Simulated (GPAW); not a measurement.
Band structure of MgTl (Pm-3m, 2 atoms in the cell).

```xyz
2
Lattice="3.6378 0.0000 0.0000 0.0000 3.6378 0.0000 0.0000 0.0000 3.6378" Properties=species:S:1:pos:R:3 pbc="T T T"
Mg     0.0000     0.0000     0.0000
Tl     1.8189     1.8189     1.8189
```

Method of the run: PBEsol, GPAW PAW datasets PBEsol (made by gpaw-setup) (plane waves; GPAW).

Settings: mode = pw; ecut = 800 eV; xc = PBEsol; kpts = 7 7 7; mesh shift (steps) = 0 0 0; occupations.name = methfessel-paxton; occupations.width = 0.272 eV; occupations.order = 0; nbands = -8; symmetry.symmorphic = false; symmetry.tolerance = 0.0005; maxiter = 150; bandpath_npoints = 40.

The starting cell comes from a database of computed structures (which also holds hypothetical and non-ambient phases and stackings), without a prior relaxation at this level. Spin-orbit coupling is off.

Levels in eV from the Fermi level, bands 8 to 15:
| point | 8 | 9 | 10 | 11 | 12 | 13 | 14 | 15 |
|---|---|---|---|---|---|---|---|---|
| Γ | -11.33 | -11.33 | -9.50 | 2.44 | 2.44 | 2.44 | 3.50 | 5.30 |
| X | -11.42 | -11.31 | -7.27 | -4.84 | 4.66 | 4.66 | 6.01 | 6.09 |
| M | -11.44 | -11.14 | -5.37 | -2.55 | -2.55 | -0.21 | 7.20 | 8.22 |
| R | -11.13 | -11.13 | -3.54 | -0.26 | -0.26 | -0.26 | 2.11 | 2.11 |

Bands cross the Fermi level along this path, so the cell is metallic at this level.
